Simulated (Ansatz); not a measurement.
Ansatz (a first-principles code) run on NaLu3 (Fm-3m, 4 atoms in the cell): self-consistent single point.

Level of theory: LDA (PW92), PAW files made with PBE (plane waves; Ansatz).

The change in words: lattice scaled by 0.98. Reference geometry:
```
CELL_PARAMETERS angstrom
      0.00000     3.88444     3.88444
      3.88444     0.00000     3.88444
      3.88444     3.88444     0.00000
ATOMIC_POSITIONS crystal
  Na 0.00000 0.00000 0.00000
  Lu 0.25000 0.25000 0.25000
  Lu 0.75000 0.75000 0.75000
  Lu 0.50000 0.50000 0.50000
```

Reference input (self-consistent single point, DFT, LDA (PW92), plane waves, PAW files made with PBE): basis.ecutwfc = 420 eV; kpoints.mp_grid.grid = 8 8 8; hamiltonian.xc = lda; hamiltonian.pseudopotentials = {kind: paw} (the program's default PAW files); scf.occupations.method = gaussian; scf.occupations.width = 0.1 eV. This run's input differs from it in these lines:

```diff
@@ -2,5 +2,5 @@
   lattice:
-    - [0.000000, 3.884445, 3.884445]
-    - [3.884445, 0.000000, 3.884445]
-    - [3.884445, 3.884445, 0.000000]
+    - [0.000000, 3.806756, 3.806756]
+    - [3.806756, 0.000000, 3.806756]
+    - [3.806756, 3.806756, 0.000000]
   atoms:
```

The program printed (abridged):

```
SCF iter   1: F=—  HF=-44945.799016 eV  |F-HF|=—  |Δ(HF+E_count)|=         —  Δρ=1.62e-2  dr2=5.24e-1  ethr=3.10e-3  ⟨swp⟩=6.9  Hψ=5918  notcnv=0
all-band conjugate gradients solve this SCF's bands
preconditioner: auto → Kerker (q_TF=auto, 2.607 Å⁻¹)
SCF iter   2: F=—  HF=-44945.682556 eV  |F-HF|=—  |Δ(HF+E_count)|=   1.16e-1  Δρ=1.08e-2  dr2=2.50e-1  ethr=6.24e-4  ⟨swp⟩=3.4  Hψ=3193  notcnv=0  defer=55
   [... lines left out ...]
SCF iter   8: F=—  HF=-44945.605091 eV  |F-HF|=—  |Δ(HF+E_count)|=   6.76e-6  Δρ=1.34e-4  dr2=1.80e-5  ethr=5.95e-8  ⟨swp⟩=3.1  Hψ=3599  notcnv=0  defer=51
SCF iter   9: F=—  HF=-44945.605058 eV  |F-HF|=—  |Δ(HF+E_count)|=   3.26e-5  Δρ=3.50e-5  dr2=1.51e-6  ethr=2.15e-8  ⟨swp⟩=3.1  Hψ=3296  notcnv=0  defer=51
SCF iter  10: F=—  HF=-44945.605057 eV  |F-HF|=—  |Δ(HF+E_count)|=   1.13e-6  Δρ=1.21e-5  dr2=1.18e-7  ethr=1.80e-9  ⟨swp⟩=3.0  Hψ=3813  notcnv=0  defer=51
SCF iter  11: F=-44945.605057 eV  HF=-44945.605057 eV  |F-HF|=3.22e-9  |Δ(HF+E_count)|=   5.44e-9  Δρ=2.66e-6  dr2=6.05e-9  ethr=1.19e-10  ⟨swp⟩=15.9  Hψ=9928  notcnv=0
SCF 1 converged in 11 iterations: F = -44945.605057 eV  dr2 = 6.05e-9
Free energy (F): -44945.605057 eV
Internal energy: -44945.585087 eV  (E = F + TS)
E sigma→0 (E₀):  -44945.595072 eV
Entropy (-TS):   -0.019971 eV (-4.993 meV/atom)
Fermi energy:    11.541457 eV
--- Forces (eV/Å), atoms counted from 1 ---
  atom   1  Na    -0.00000000     0.00000000     0.00000000
   [... zero for the other atoms too ...]
--- Stress (GPa, compression-positive) ---
       -1.995305       0.000000      -0.000000
        0.000000      -1.995305       0.000000
        0.000000      -0.000000      -1.995305
  P = ⅓ Tr σ = -1.9953 GPa (-19.953 kbar)
  The stress holds the Pulay correction. Without it, at fixed plane waves, as pw.x and ABINIT print it: P = -2.0379 GPa
```

The run converged in 11 iterations. Against the reference run the free energy drops by 31.7 meV/atom and the pressure goes from -3.81 to -2.00 GPa.

The starting cell comes from a database of computed structures (which also holds hypothetical and non-ambient phases and stackings), without a prior relaxation at this level. For this run, on top of that: lattice scaled by 0.98. Ansatz's pressure includes its estimate of the finite-basis (Pulay) stress.

Keys are those of Ansatz 0.2.
